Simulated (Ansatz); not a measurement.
CuC6 (model structure, P6/mmm, No. 191, 7 atoms in the cell) was calculated with PBE in Ansatz (PAW).

The input as run:

Ansatz 0.2 input:
```yaml
crystal:
  lattice:
    - [4.2856565825, 0.0, 0.0]
    - [-2.1428282912, 3.7114874723, 0.0]
    - [0.0, 0.0, 7.0316469612]
  atoms:
    - { symbol: C, position: [0.3333502134, 0.3333502134, 0.0] }
    - { symbol: C, position: [0.3333502134, 0.0, 0.0] }
    - { symbol: C, position: [0.6666497866, 0.0, 0.0] }
    - { symbol: C, position: [0.6666497866, 0.6666497866, 0.0] }
    - { symbol: C, position: [0.0, 0.6666497866, 0.0] }
    - { symbol: C, position: [0.0, 0.3333502134, 0.0] }
    - { symbol: Cu, position: [0.0, 0.0, 0.5] }
basis:
  ecutwfc: 520
  ecutrho_ratio: 4
  xc_grid: 2
kpoints:
  mp_grid: { grid: [18, 18, 12] }
hamiltonian:
  xc: pbe
  dispersion: none
  pseudopotentials: { kind: paw }
scf:
  occupations: { method: fermi_dirac, width: 0.05 }
output:
  forces: true
  stress: true
  eigenvalues: true
relax:
  f_tol: 0.004
  escape_saddle: false
  max_steps: 80
  cell: { stress_tol: 0.02, fix: [volume] }
```

Output (set-up and result lines):

```
Relaxation: its limit of steps is 80 (relax.max_steps)
Crystal: 7 atoms, lattice volume = 111.847 Å³
Basis set: ecut = 520 eV, 3009 PW (Γ), exchange–correlation on 64×64×108 points (8 copies of the dense FFT grid, shifted against one another)
Bands: 29, of which v1, the nominal top of the filled ones, is band 22 counted from 1 (21 counted from 0)
Symmetry: 24 space group operations
Space group: P6/mmm (ITA 191), of the structure as read, at distance tolerance 4.8e-5 Å
k-points: 259 of 3888
Functional: x = pbe(κ = 0.804, μ = 0.2195149727645171), c = pbe(β = 0.06672455060314922)
SCF iter   1: F=—  HF=-8127.754236 eV  |F-HF|=—  |Δ(HF+E_count)|=         —  Δρ=3.93e-3  dr2=1.63e-2
SCF iter   2: F=—  HF=-8127.750494 eV  |F-HF|=—  |Δ(HF+E_count)|=   3.74e-3  Δρ=1.09e-3  dr2=1.07e-3
  ...
SCF 1 converged in 7 iterations: F = -8127.750420 eV  dr2 = 2.78e-8
Crystal: 7 atoms, lattice volume = 111.847 Å³
Basis set: ecut = 520 eV, 2997 PW (Γ), exchange–correlation on 64×64×108 points (8 copies of the dense FFT grid, shifted against one another)
Initial density: handed on by an earlier stage of this run
SCF 2 converged in 5 iterations: F = -8127.764955 eV  dr2 = 1.56e-7
Crystal: 7 atoms, lattice volume = 111.847 Å³
SCF 3 converged in 5 iterations: F = -8127.768133 eV  dr2 = 4.31e-8
Crystal: 7 atoms, lattice volume = 111.847 Å³
SCF iter   5: F=—  HF=-8127.768080 eV  |F-HF|=—  |Δ(HF+E_count)|=   2.25e-7  Δρ=6.10e-7  dr2=1.60e-10
SCF iter   6: F=-8127.768080 eV  HF=-8127.768080 eV  |F-HF|=2.76e-10  |Δ(HF+E_count)|=   1.58e-8  Δρ=8.99e-8  dr2=2.66e-12
SCF 4 converged in 6 iterations: F = -8127.768080 eV  dr2 = 2.66e-12
SCF converged after 6 iterations
Free energy (F): -8127.768080 eV
Internal energy: -8127.760179 eV  (E = F + TS)
E sigma→0 (E₀):  -8127.764130 eV
Fermi energy:    3.174830 eV
--- Forces (eV/Å), atoms counted from 1 ---
  atom   1  C      0.00006235     0.00010799     0.00000000
  atom   2  C      0.00012469    -0.00000000    -0.00000000
  atom   3  C     -0.00012469     0.00000000     0.00000000
  atom   4  C     -0.00006235    -0.00010799    -0.00000000
  atom   5  C      0.00006235    -0.00010799     0.00000000
  atom   6  C     -0.00006235     0.00010799    -0.00000000
  atom   7  Cu    -0.00000000     0.00000000     0.00000000
--- Stress (GPa, compression-positive) ---
       -0.001811      -0.000000       0.000000
       -0.000000      -0.001811      -0.000000
        0.000000      -0.000000      -0.016089
  P = ⅓ Tr σ = -0.0066 GPa (-0.066 kbar)
```

Note: the run has no spin polarisation, so it can have missed a magnetic state. Note: the relaxation could raise the start's symmetry but not lower it, so the cell can be a saddle point. Note: the cell has widely spaced layers and the level no dispersion term, so their spacing and the moduli can rest on weak binding.

Computing time: about 6 core-minutes (a rough figure).

A model structure was made by putting elements into a prototype or built by hand; it is no filed structure, need not be a known phase, and can be a saddle point held by its symmetry.

Ansatz is a program for electronic structure.
